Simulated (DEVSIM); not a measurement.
System: abrupt In0.53Ga0.47As n-p junction, at 250 K.

```
layer (left to right)        material  thickness (μm)  Nd (cm⁻³)  Na (cm⁻³)   τn (s)   τp (s)
---------------------  --------------  --------------  ---------  ---------  -------  -------
1                      In0.53Ga0.47As            4.50     1.2e15          -  7.8e-10  7.8e-10
2                      In0.53Ga0.47As            1.20          -       5e17  7.8e-10  7.8e-10
```

Left contact: ohmic. Right contact: ohmic. Voltage is applied to the left contact. Recombination: SRH at mid-gap. Mobility is μmin + (μ − μmin)/(1 + (N/Nref)^α).

The device is made up for the run: typed textbook-type constants, with dimensions and the other settings drawn at random. Values at 300 K; Nc and Nv go as T^1.5, mobilities as T to minus their exponent, the gap by Varshni's rule with the affinity fixed.

```
parameter         In0.53Ga0.47As
----------------  --------------
gap (eV)                    0.74
affinity (eV)               4.51
permittivity                13.9
Nc (cm⁻³)                 2.1e17
Nv (cm⁻³)                 7.7e18
μn (cm²/Vs)                12000
μp (cm²/Vs)                  300
μn,min                       300
μp,min                        10
Nref,n                    1.3e17
Nref,p                    4.9e17
αn                          0.48
αp                           0.4
T exponent of μn             1.6
T exponent of μp             1.6
Varshni α (eV/K)         0.00035
Varshni β (K)                190
```

DEVSIM, 1D drift-diffusion, Boltzmann statistics, complete ionisation; no tunnelling, impact ionisation, image-force lowering or self-heating.

The temperature was swept, all else fixed.

```
temperature (K)  dark forward voltage at 100 A/cm² (V)  largest field in the device at zero bias (V/cm)  potential step across the device at zero bias (V)
---------------  -------------------------------------  -----------------------------------------------  -------------------------------------------------
250                                              0.543                                            34000                                              0.596
300                                              0.476                                            37000                                              0.536
350                                              0.406                                            39000                                              0.473
400                                              0.335                                            41000                                              0.407
450                                                  ?                                            44000                                              0.342
500                                              0.190                                            46000                                              0.289
```

Fill in the missing entries.


- 450, dark forward voltage at 100 A/cm² (V): 0.263
